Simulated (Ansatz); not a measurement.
## PBE against r2SCAN: Se

Take Se (space group P3_121, No. 152; a = 4.5294 Å, c = 5.0424 Å; made of chains) as the base.

(Cell as relaxed with PBE.)

Levels (all Ansatz, a first-principles code, PAW, earlier PAW set): PBE (420 eV, scalar-relativistic without spin-orbit coupling); r2SCAN (500 eV, no SOC).

Each level relaxes its own structure.

```tsv
quantity	PBE	r2SCAN
volume per atom	29.86 Å³	…
lattice parameter a	4.529 Å	…
lattice parameter c	5.042 Å	…
band gap	1.04 eV	…
gap character	indirect, L → H	…
electron mass	0.16 mₑ along c, 0.37 mₑ across	…
```

Given the PBE results, estimate those of r2SCAN.


- volume per atom, r2SCAN: 29.25 Å³
- lattice parameter a, r2SCAN: 4.507 Å
- lattice parameter c, r2SCAN: 4.989 Å
- band gap, r2SCAN: 1.33 eV
- gap character, r2SCAN: indirect, L → H
- electron mass, r2SCAN: 0.18 mₑ along c, 0.43 mₑ across

PBE's volume per atom lies 0.61 Å³ above r2SCAN's (2.1 %); PBE's lattice parameter a lies 0.0228 Å above r2SCAN's (0.5 %); PBE's lattice parameter c lies 0.0536 Å above r2SCAN's (1.1 %); PBE's band gap lies 0.297 eV below r2SCAN's; the two agree on the gap character. Neither level is exact; r2SCAN is the comparison here, not a measurement.

Masses are band curvatures over ±0.01 Å⁻¹ around the edge. Stability against distortions was not tested. No dispersion term is included, though the crystal is made of layers, chains or molecules, so its spacings can come out too wide.
